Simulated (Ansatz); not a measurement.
The starting structures come from a database of crystals and need not be the phases stable at ambient conditions.

 Where the default PAW files enter, the runs use the earlier of Ansatz's two default sets.

Tunnelling through a barrier is set by its complex band structure: the current falls as exp(−2κd) with the smallest κ.

Given:

```xyz
5
Lattice="4.0573 0.0000 0.0000 0.0180 4.0573 0.0000 0.0000 0.0000 3.8638" Properties=species:S:1:pos:R:3 pbc="T T T"
Ba     4.0615     4.0435     0.0000
Ti     1.9623     1.9536     1.9319
O      0.0967     2.0637     1.9319
O      2.0642     0.0875     1.9319
O      2.0858     2.0765     0.0000
```

Space group of this cell: Amm2. The cell is strained (lengths along the current scaled by 0.97, ions clamped); by r2SCAN its mean pressure is 3.9 GPa.

Transport runs along the normal of the first two printed cell vectors.

The gap is the functional's own. No spin-orbit coupling. Mid-gap values are interpolated on the energy grid.

**Question.** Predict the band gap and the smallest decay constant κ at mid-gap from Ansatz (a program for electronic structure) with r2SCAN.

**Answer.** Gap 2.64 eV on a 8×8×8 mesh; κ = 0.290 1/Å, at the zone centre.
